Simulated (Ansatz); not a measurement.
Consider SrO in the rock salt structure (space group Fm-3m, No. 225; a = 5.122 Å).

Calculations: PBEsol (Ansatz, a first-principles code), no spin-orbit coupling.

Base values:

Valley order: X along ⟨100⟩ 3.20 eV; Γ 3.93 eV
Lattice parameter a: 5.122 Å

Perturbation: a hydrostatic pressure of 5 GPa.

**Question.** Predict the new valley order.

**Answer.** The valley order (the lowest conduction-band minima on the path, energy above the VBM, named in the base's zone) becomes X along ⟨100⟩ 3.16 eV; Γ 4.29 eV (base: X along ⟨100⟩ 3.20 eV; Γ 3.93 eV).

**Question.** Predict the new lattice parameter a.

**Answer.** The lattice parameter a shrinks by 0.081 Å to 5.041 Å.

The levels and masses belong to the bands next to the band gap. Load acts through the strain it causes; cell and atoms are relaxed under it. Stability against distortions was not tested. Competing high-pressure phases were not computed.
